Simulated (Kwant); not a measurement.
Model: Hückel tight-binding model, one pz orbital an atom, one spin, coherent transport at 0 K (Kwant). Conductance is in e²/h.

System: π system c1ccc2c(c1)oc1ccccc12 between two chain leads. The π system is taken as planar. Atoms are numbered from 0 in the order of the SMILES. Site energies (eV, carbon 0): [0.0, 0.0, 0.0, 0.0, 0.0, 0.0, -6.0, 0.0, 0.0, 0.0, 0.0, 0.0, 0.0]. Bonds (i, j, β in eV): (0,1,-3) (1,2,-3) (2,3,-3) (3,4,-3) (4,5,-3) (4,6,-2.4) (6,7,-2.4) (7,8,-3) (8,9,-3) (9,10,-3) (10,11,-3) (11,12,-3) (5,0,-3) (12,7,-3) (12,3,-3). Leads: chains of hopping −4.5 eV, joined by −0.9 eV to atoms 0 and 11.

Site energies and bond integrals are typed Hückel values.

Sweep values stay those of the base run.

One input was changed, with this effect: transmission at E = 0 0.00078 → 0.0041.

**Question.** Which change was it?
A) contacts moved from atoms [0, 11] to [0, 10]
B) contacts moved from atoms [0, 11] to [0, 8]
C) contacts moved from atoms [0, 11] to [0, 9]
D) contacts moved from atoms [0, 11] to [1, 10]
E) contacts moved from atoms [0, 11] to [2, 11]
F) contacts moved from atoms [0, 11] to [0, 5]

**Answer.** F, contacts moved from atoms [0, 11] to [0, 5]
